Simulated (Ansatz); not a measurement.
Start from CdTe in the zinc blende structure (space group F-43m, No. 216; a = 6.489 Å).

Modification: Hg takes the place of Cd on all its sites, then cell and atoms are relaxed.

Levels (all Ansatz, an electronic-structure program, PAW): PBEsol (420 eV, spin-orbit coupling left out); PBEsol+SOC (420 eV, with spin-orbit coupling).

The geometry is relaxed with PBEsol.

- PBEsol pressure: 0.0 GPa

What does PBEsol+SOC give at this geometry for the pressure?

The pressure goes from zero to -0.4 GPa.

Single points use the geometry relaxed with PBEsol. The spin-orbit shifts are approximate. Whether these cells are dynamically stable was not tested. The runs without spin-orbit coupling are not spin-polarised.
